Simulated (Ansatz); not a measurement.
## The (111)A surface of 3C silicon carbide, Si-terminated, 2x2 Si vacancy (bottom of the slab: 4 H on 4 bottom sites)

The numbers are results of HSE06, at the PBE geometry (plane waves to 420 eV, PAW; Ansatz, a first-principles code), not measurements.

Set-up: 35 atoms, 9.3 Å thick at the start with caps and adatoms (thin: gaps and levels are the slab's own); mesh 3x3x1; 0.025 eV smearing; dipole correction on; single point; on the structure that PBE left under its start's symmetry; no spin, no spin-orbit, no U. It is one candidate, not shown to be the stable structure of the face.

```json
{
  "gap_of_the_slab_on_its_k_mesh": "0.83 eV",
  "highest_filled_level_below_the_top_vacuum_level": "3.68 eV",
  "cost": "roughly 16 core-minutes"
}
```
